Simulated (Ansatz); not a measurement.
Hypothetical P6_3/mmc PtSe2, response to strain

Start from PtSe2 in the 2H-MoS2 type structure (space group P6_3/mmc, No. 194; a = 3.5709 Å, c = 10.9666 Å; a hypothetical phase, not in the database extracts checked; layered, stacked along the Cartesian z axis). Axes: x lies along a and z along c of the hexagonal cell.

Strains are applied to the cell and any free atomic positions relax; under biaxial strain the out-of-plane vector relaxes too; under stress the whole cell relaxes.

All numbers come from PBE-D3(BJ), PAW, 420 eV (Ansatz, a first-principles code; no spin-orbit coupling).

Notes on the quantities. energy relative to the base: free energy F; pressure: mean of the normal stresses, compression positive.

| change | energy relative to the base | pressure | volume per atom | space group |
|---|---|---|---|---|
| base | 0 meV/atom | 0.0 GPa | 20.18 Å³ | P6_3/mmc (No. 194) |
| biaxial strain −2.14 %, plane normal [001], relaxed out of plane | – | 2.1 GPa | 19.55 Å³ | P6_3/mmc (No. 194) |
| uniaxial strain ε_zz = +1.39 % | +1.2 meV/atom | -0.6 GPa | 20.46 Å³ | P6_3/mmc (No. 194) |
| tensor shear ε_xz = +0.56 % | -1.0 meV/atom | 0.3 GPa | 20.18 Å³ | C2/c (No. 15) |
| uniaxial stress, 2 GPa tension along x | -167 meV/atom | – | 21.78 Å³ | Cmcm (No. 63) |

Without a gap, meshes like the base's 15×15×5 leave anisotropic stresses uncertain by several tenths of a GPa, and small strain energies with them. Beyond what the load breaks, stability against distortions was not tested. All final runs are without spin polarisation. Under tensor shear ε_xz = +0.56 % the cell ends below the base's energy or with stress of the wrong sign: the atoms slid into a distortion or the cell is elastically unstable, so the base is not a stable minimum at this level. PtSe2 has a high density of states at the Fermi level and may be magnetic at this level. Under uniaxial stress, 2 GPa tension along x the cell changed shape so far that it is another structure.
